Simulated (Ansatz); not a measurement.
Reference: monolayer PtS2, PBE, rigid bands (plane waves, PAW, scalar-relativistic; Ansatz, an electronic-structure program); axes and stresses refer to this cell.

```
PtS2
1.0
    3.57527     0.00000     0.00000
   -1.78763     3.09627     0.00000
    0.00000     0.00000    18.79264
Pt S
1 2
Direct
  0.00000   0.00000   0.50000
  0.33333   0.66667   0.56536
  0.66667   0.33333   0.43464
```

The band gap is 1.76 eV. The electron conductivity mass is 0.42 mₑ and the hole conductivity mass is 1.17 mₑ.

Task: After one change the values are band gap 1.82 eV; electron conductivity mass 0.51 mₑ; hole conductivity mass 2.4 mₑ. Which change was made?
A. biaxial strain +2 %
B. biaxial strain +3 %
C. biaxial strain -3 %
D. biaxial strain +5 %

Result: C, biaxial strain -3 %

Masses are for dilute carriers at 300 K, harmonic means over directions unless an axis is named. Spin-orbit coupling is left out unless a row names it; without it hole values are far off for these elements. The structure type is held under load, also where the real crystal would transform.

Model free-standing layer, not matched to a measured one here: monolayer PtS2.
